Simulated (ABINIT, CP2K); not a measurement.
An ABINIT input for a self-consistent single point of CaCd2 (P1, 6 atoms in the cell) (DFT, LDA (PW92), plane waves, PAW (JTH v2.0 LDA PAW)):

```
# CaCd2, JTH v2.0 LDA PAW
pp_dirpath "./"
pseudos "Ca.LDA_PW-JTH.xml, Cd.LDA_PW-JTH.xml"
acell 6.1703371964 6.1703371964 6.1703371964 Angstrom
rprim
        -0.4001296722    0.6140409964    0.6803307285
         0.4001296722   -0.6140409964    0.6803307285
         0.4001296722    0.6140409964   -0.6803307285
natom 6
ntypat 2
znucl 20 48
typat 1 1 2 2 2 2
xcart
         0.0160332639    1.9555339892    4.4771542911
         2.5245057890    1.9204341754   -0.3512273872
        -0.0117866957    3.3838508924    1.4305921173
         2.3869169793    0.3879090169    2.8054868954
        -0.0267064699    0.3587235824    1.3757805287
         2.5178446024    3.3600645549    2.8558193567
      Angstrom
ecut 40 Ry
pawecutdg 80 Ry
pawxcdev 0
occopt 3
tsmear 0.00367493
nband 43
kptopt 1
ngkpt 4 4 4
nshiftk 1
shiftk 0 0 0
nstep 50
toldfe 1.0e-09
prtwf 0
prtden 0
prtvol 1
enunit 1
```

Question: Translate this input to CP2K.

Answer: This is the input that was run; spellings and numerical settings could be chosen otherwise.

```
&GLOBAL
  PROJECT bulk
  RUN_TYPE ENERGY_FORCE
  PRINT_LEVEL MEDIUM
&END GLOBAL
&FORCE_EVAL
  METHOD Quickstep
  STRESS_TENSOR ANALYTICAL
  &DFT
    BASIS_SET_FILE_NAME BASIS_MOLOPT
    POTENTIAL_FILE_NAME GTH_POTENTIALS
    &QS
      METHOD GPW
      EPS_DEFAULT 1E-10
    &END QS
    &MGRID
      CUTOFF 500
      REL_CUTOFF 50
      NGRIDS 5
    &END MGRID
    &SCF
      SCF_GUESS ATOMIC
      EPS_SCF 1E-6
      MAX_SCF 100
      ADDED_MOS 12
      &DIAGONALIZATION
        ALGORITHM STANDARD
      &END DIAGONALIZATION
      &MIXING
        METHOD BROYDEN_MIXING
        ALPHA 0.2
        NBUFFER 10
        BETA 1
      &END MIXING
      &SMEAR ON
        METHOD FERMI_DIRAC
        ELECTRONIC_TEMPERATURE [K] 1160.45
      &END SMEAR
    &END SCF
    &KPOINTS
      SCHEME MONKHORST-PACK 4 4 4
      GAMMA_CENTERED T
    &END KPOINTS
    &XC
      &XC_FUNCTIONAL PADE
      &END XC_FUNCTIONAL
    &END XC
    &PRINT
      &MO
        EIGENVALUES T
        OCCUPATION_NUMBERS T
        NDIGITS 8
        FILENAME mo
        &EACH
          QS_SCF 0
        &END EACH
        ADD_LAST NUMERIC
      &END MO
      &MULLIKEN ON
      &END MULLIKEN
    &END PRINT
  &END DFT
  &SUBSYS
    &CELL
      ABC 6.17033700 6.17033728 6.17033753
      ALPHA_BETA_GAMMA 132.82743333 104.23545827 94.26101179
      PERIODIC XYZ
    &END CELL
    &COORD
      SCALED
      Ca       0.79133000     0.53651200     0.26131200
      Ca       0.21159900     0.46942000     0.76468700
      Cd       0.61695000     0.16800800     0.44416800
      Cd       0.38534700     0.81754600     0.53458100
      Cd       0.21120600     0.15845800     0.04193100
      Cd       0.78356700     0.85005600     0.95332100
    &END COORD
    &KIND Ca
      BASIS_SET DZVP-MOLOPT-SR-GTH-q10
      POTENTIAL GTH-PADE-q10
    &END KIND
    &KIND Cd
      BASIS_SET DZVP-MOLOPT-SR-GTH-q12
      POTENTIAL GTH-PADE-q12
    &END KIND
  &END SUBSYS
  &PRINT
    &FORCES ON
    &END FORCES
    &STRESS_TENSOR ON
    &END STRESS_TENSOR
  &END PRINT
&END FORCE_EVAL
```

Basis, cutoffs, solver keys and any potentials are the target program's own. This input uses DFT LDA (Pade form), GPW, DZVP-MOLOPT-SR-GTH basis, GTH-PADE potentials (GTH_POTENTIALS). LDA parametrisations can differ slightly between programs.

The starting cell comes from a database of computed structures (which also holds hypothetical and non-ambient phases and stackings), without a prior relaxation at this level. For this run, on top of that: atoms moved at random.
